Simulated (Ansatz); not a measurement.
The parent structure is HgS in the zinc blende structure (space group F-43m, No. 216; a = 5.876 Å).

Method: PBEsol (Ansatz, a first-principles code; PAW; 420 eV plane waves; spin-orbit coupling left out).

Base values:

Volume per atom: 25.36 Å³
Band gap: zero

Perturbation: a hydrostatic pressure of 30 GPa.

Task: Estimate the effect on the volume per atom and band gap.

Result: The volume per atom falls by 5.85 Å³ (25.36 Å³ → 19.51 Å³); the band gap is still zero.

The mesh was chosen for an insulator and is coarse for the gapless case. With Hg present, leaving out spin-orbit coupling can change the band edges. Load acts through the strain it causes; cell and atoms are relaxed under it. No phonon test of stability was made. Tetrahedral semiconductors of this kind turn to denser phases somewhere between about 1 and 50 GPa; those were not computed, so compressed cells here can lie past the real transition. The final runs are not spin-polarised. A zero or small gap of HgS can be the functional's error rather than a property of the material.
